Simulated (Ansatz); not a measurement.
Gap of a Cl-capped Si nanowire along [110], 8 atoms a period besides the caps at several levels, all on one geometry.

Levels: PBE (plane waves to 420 eV, PAW; Ansatz, a first-principles code); r2SCAN (plane waves to 500 eV, PAW; Ansatz); Ansatz with HSE06. Unmarked values and the geometry are of the first. Mesh 1×1×8. No spin polarisation. One-dimensional cell, images about 11 Å apart. An idealised model, cut from the bulk lattice. It keeps the symmetry and period of its start, so it need not be a minimum against all distortions. HSE06 ran on a 1×1×5 mesh and at PBE's edge points.

```tsv
level	gap (eV)
PBE	1.42
r2SCAN	1.64
HSE06	(withheld)
```

**Question.** Some entries are withheld; supply them.

**Answer.** 
- HSE06, gap (eV): 2.15
